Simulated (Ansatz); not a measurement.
An Ansatz (a first-principles code) run: Cs2AgBiBr6 with a change (Ag → In); Kohn–Sham DFT with the PBEsol functional, run in Ansatz with PAW and 420 eV plane waves, without spin-orbit coupling.

Input:

Ansatz 0.2 input:
```yaml
crystal:
  lattice:
    - [0, 5.8231196577, 5.8231196577]
    - [5.8231196577, 0, 5.8231196577]
    - [5.8231196577, 5.8231196577, 0]
  atoms:
    - { symbol: Cs, position: [0.25, 0.25, 0.25] }
    - { symbol: Cs, position: [0.75, 0.75, 0.75] }
    - { symbol: In, position: [0.5, 0.5, 0.5] }
    - { symbol: Bi, position: [0, 0, 0] }
    - { symbol: Br, position: [0.7551985741, 0.2448014259, 0.2448014259] }
    - { symbol: Br, position: [0.2448014259, 0.7551985741, 0.7551985741] }
    - { symbol: Br, position: [0.2448014259, 0.7551985741, 0.2448014259] }
    - { symbol: Br, position: [0.7551985741, 0.2448014259, 0.7551985741] }
    - { symbol: Br, position: [0.2448014259, 0.2448014259, 0.7551985741] }
    - { symbol: Br, position: [0.7551985741, 0.7551985741, 0.2448014259] }
basis: { ecutwfc: 420, ecutrho_ratio: 4, xc_grid: 2, fft_grid_basis: typed }
kpoints: { mp_grid: { grid: [5, 5, 5] } }
hamiltonian:
  xc: pbesol
  dispersion: none
  pseudopotentials: { kind: paw }
scf: { occupations: { method: fermi_dirac, width: 0.05 }, convergence: { dr2_threshold: 0.000000001 } }
output: { forces: true, stress: true }
checkpoint: { write: state.ck, write_every: 1000 }
```

Output (explanatory and most iteration lines left out):

```
Pseudopotential: Cs, paw, valence charge 9
Pseudopotential: In, paw, valence charge 13
Pseudopotential: Bi, paw, valence charge 15
Pseudopotential: Br, paw, valence charge 7
Crystal: 10 atoms, lattice volume = 394.909 Å³
Basis set: ecut = 420 eV, 7727 PW (Γ), exchange–correlation on 120×120×120 points (8 copies of the dense FFT grid, shifted against one another)
Bands: 54, of which v1, the nominal top of the filled ones, is band 44 counted from 1 (43 counted from 0)
Symmetry: 48 space group operations
Space group: Fm-3m (ITA 225), of the structure as read, at distance tolerance 7.3e-5 Å
k-points: 10 of 125
Functional: x = pbesol(κ = 0.804, μ = 0.12345679012345678), c = pbesol(β = 0.046)
SCF iter   1: F=—  HF=-45369.611545 eV  |F-HF|=—  |Δ(HF+E_count)|=         —  Δρ=1.57e-3  dr2=2.09e-2  ethr=1.77e-3  ⟨swp⟩=11.8  Hψ=3025  notcnv=0  defer=8
SCF iter   2: F=—  HF=-45369.608613 eV  |F-HF|=—  |Δ(HF+E_count)|=   2.93e-3  Δρ=7.94e-4  dr2=5.09e-3  ethr=2.37e-5  ⟨swp⟩=2.3  Hψ=984  notcnv=0  defer=18
SCF 1 converged in 8 iterations: F = -45369.607903 eV  dr2 = 9.07e-10
SCF converged after 8 iterations
Free energy (F): -45369.607903 eV
Internal energy: -45369.607340 eV  (E = F + TS)
E sigma→0 (E₀):  -45369.607622 eV
Entropy (-TS):   -0.000563 eV (-0.056 meV/atom)
Fermi energy:    4.926131 eV
--- Forces (eV/Å), atoms counted from 1 ---
  atom   1  Cs     0.00000000     0.00000000    -0.00000000
  atom   2  Cs     0.00000000    -0.00000000     0.00000000
  atom   3  In     0.00000000    -0.00000000    -0.00000000
  atom   4  Bi    -0.00000000     0.00000000     0.00000000
  atom   5  Br    -0.00054016     0.00000000     0.00000000
  atom   6  Br     0.00054016    -0.00000000     0.00000000
  atom   7  Br    -0.00000000    -0.00054016    -0.00000000
  atom   8  Br     0.00000000     0.00054016    -0.00000000
  atom   9  Br     0.00000000     0.00000000    -0.00054016
  atom  10  Br     0.00000000     0.00000000     0.00054016
--- Stress (GPa, compression-positive) ---
       -0.002338       0.000000      -0.000000
        0.000000      -0.002338       0.000000
       -0.000000      -0.000000      -0.002338
  P = ⅓ Tr σ = -0.0023 GPa (-0.023 kbar)
```

Spin-orbit coupling, missing from the scalar runs, can matter with Bi. No phonon test of stability was made. The cell was made from Cs2AgBiBr6 by this change: Ag → In; the result is a model cell, its experimental status unchecked.
